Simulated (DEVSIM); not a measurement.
System: Ti/SiO2/n-GaAs capacitor, at 300 K.

```csv
layer (left to right),material,thickness (nm),Nd (cm⁻³)
1,SiO2,11.0,-
2,GaAs,6500,9.7e15
```

Metal gate on the left, work function 4.33 eV. Fixed charge at the semiconductor interface 0 cm⁻² (in units of +e); no interface traps.

This is a model device: material constants are rounded textbook-type values typed into the input, and sizes, dopings and lifetimes were drawn at random. Values at 300 K; Nc and Nv go as T^1.5, mobilities as T to minus their exponent, the gap by Varshni's rule with the affinity fixed.

| parameter | SiO2 | GaAs |
|---|---|---|
| gap (eV) | 9 | 1.424 |
| affinity (eV) | 0.9 | 4.07 |
| permittivity | 3.9 | 12.9 |
| Nc (cm⁻³) | - | 4.7e17 |
| Nv (cm⁻³) | - | 9e18 |
| Varshni α (eV/K) | - | 0.000541 |
| Varshni β (K) | - | 204 |

DEVSIM, 1D Poisson equation in equilibrium, Boltzmann statistics, complete ionisation; no quantum confinement or tunnelling. Metal contacts follow the ideal Schottky-Mott rule: no Fermi-level pinning, no interface dipoles.

Base results: threshold voltage (band bending 2φF) (V) -1.19; minimum of the low-frequency capacitance (μF/cm²) 0.0277; capacitance of the dielectric stack (μF/cm²) 0.314; flat-band voltage (V) 0.16.

Question: What follows from this one change: SiO2 thickness 0.011 → 0.006 μm?

Answer: threshold voltage (band bending 2φF) -1.19 → -1.10 V; minimum of the low-frequency capacitance 0.0277 → 0.0287 μF/cm²; capacitance of the dielectric stack 0.314 → 0.576 μF/cm²; flat-band voltage little changed (0.16 V).

Question: What follows from this one change: temperature 300 → 350 K?

Answer: threshold voltage (band bending 2φF) -1.19 → -1.12 V; minimum of the low-frequency capacitance 0.0277 → 0.0289 μF/cm²; capacitance of the dielectric stack little changed (0.314 μF/cm²); flat-band voltage 0.16 → 0.14 V.

Question: What follows from this one change: substrate doping 9.7e+15 → 9.7e+14 cm^-3?

Answer: threshold voltage (band bending 2φF) -1.19 → -0.99 V; minimum of the low-frequency capacitance 0.0277 → 0.00987 μF/cm²; capacitance of the dielectric stack little changed (0.314 μF/cm²); flat-band voltage 0.16 → 0.10 V.

Question: What follows from this one change: interface trap density 0 → 3e+11 cm^-2 eV^-1?

Answer: threshold voltage (band bending 2φF) -1.19 → -1.27 V; minimum of the low-frequency capacitance 0.0277 → 0.0626 μF/cm²; capacitance of the dielectric stack little changed (0.314 μF/cm²); flat-band voltage 0.16 → 0.25 V.

Question: What follows from this one change: fixed charge 0 → -9.6e+11 cm^-2?

Answer: threshold voltage (band bending 2φF) -1.19 → -0.70 V; minimum of the low-frequency capacitance little changed (0.0276 μF/cm²); capacitance of the dielectric stack little changed (0.314 μF/cm²); flat-band voltage 0.16 → 0.65 V.
